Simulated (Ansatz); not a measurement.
**Response to strain in Pt**

Take Pt in the fcc (Cu type) structure (space group Fm-3m, No. 225; relaxed with 0.1 eV smearing) as the base.

```yaml
crystal:
  lattice:
    - [0.00000, 1.95989, 1.95989]
    - [1.95989, 0.00000, 1.95989]
    - [1.95989, 1.95989, 0.00000]
  atoms:
    - { symbol: Pt, position: [0.00000, 0.00000, 0.00000] }
```

Cartesian axes are those of the cell as printed.

Strains are applied to the cell and any free atomic positions relax; under biaxial strain the out-of-plane vector relaxes too.

Computed with plane-wave PAW DFT at the PBEsol level (Ansatz, a quantum-chemistry and plane-wave program, 420 eV), scalar-relativistic without spin-orbit coupling.

Candidates:
(a) biaxial strain +0.50 %, plane normal [001], relaxed out of plane
(b) biaxial strain −1.50 %, plane normal [001], relaxed out of plane
(c) biaxial strain −1.00 %, plane normal [001], relaxed out of plane

Task: Order them by out-of-plane strain, highest first.

Result: (b) biaxial strain −1.50 %, plane normal [001], relaxed out of plane (+2.08 %), (c) biaxial strain −1.00 %, plane normal [001], relaxed out of plane (+1.39 %), (a) biaxial strain +0.50 %, plane normal [001], relaxed out of plane (-0.70 %)

Stability against distortions was not tested. All final runs are without spin polarisation.
